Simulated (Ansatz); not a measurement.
Results of LDA in Ansatz (PAW) for C11b MoSi₂.

Numerical settings: plane-wave cutoff 500 eV, 18×18×18 k mesh, Fermi–Dirac smearing 0.05 eV, no spin polarisation, scalar-relativistic PAW data made under PBE.

Computed at the level's own relaxed cell.

**Question.** Estimate the equilibrium volume per atom, lattice parameter a and c axis length that the calculation returns.

**Answer.** 
equilibrium volume per atom: 13.06 Å³/atom
lattice parameter a: 3.174 Å
c axis length: 7.778 Å

Measured, for comparison: lattice constant a 3.205 Å, lattice parameter c 7.845 Å (temperature not stated, no zero-point or thermal correction; as tabulated in Pavlosiuk et al. (2022), arXiv:2202.05362). Computed (rounded) less measured: lattice constant a -1.0 %, lattice parameter c -0.9 %. A static lattice is as a rule a little smaller and stiffer than an uncorrected measurement, which narrows the difference in the lattice constant a, lattice parameter c and would widen misses of the other sign.

Computed values are for the static lattice.

Cost on a shared machine: about 110 core-seconds (a rough figure).

Ansatz is an electronic-structure program.
